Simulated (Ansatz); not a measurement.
Response to strain in WC

The parent structure is WC (space group P-6m2, No. 187; relaxed with 0.1 eV smearing).

```
CELL_PARAMETERS angstrom
      2.88431     0.00000     0.00000
     -1.44215     2.49788     0.00000
      0.00000     0.00000     2.81153
ATOMIC_POSITIONS crystal
  W  0.00000 0.00000 0.00000
  C  0.33333 0.66667 0.50000
```

Cartesian axes are those of the cell as printed.

Strains are applied to the cell and any free atomic positions relax; under biaxial strain the out-of-plane vector relaxes too.

Computed with LDA (Ansatz, a program for electronic structure), no spin-orbit coupling.

| biaxial strain, plane normal [001], relaxed out of plane (%) | out-of-plane strain (%) |
|---|---|
| -3 | 1.25 |
| -2.5 | ? |
| -2 | 0.81 |
| -1.5 | 0.60 |
| -1 | 0.39 |
| -0.5 | 0.19 |
| 0 | 0.00 |

Question: Fit ε⊥ = −νε + γε² (strains in %) to the rows shown and predict the withheld row.

Answer: Least squares on the printed values gives ν = 0.38 (the biaxial Poisson response) and γ = 0.012 (largest residual 0.00 %); this predicts 1.03 %, and the run gives 1.03 %, in agreement.

No phonon test of stability was made. All final runs are without spin polarisation.
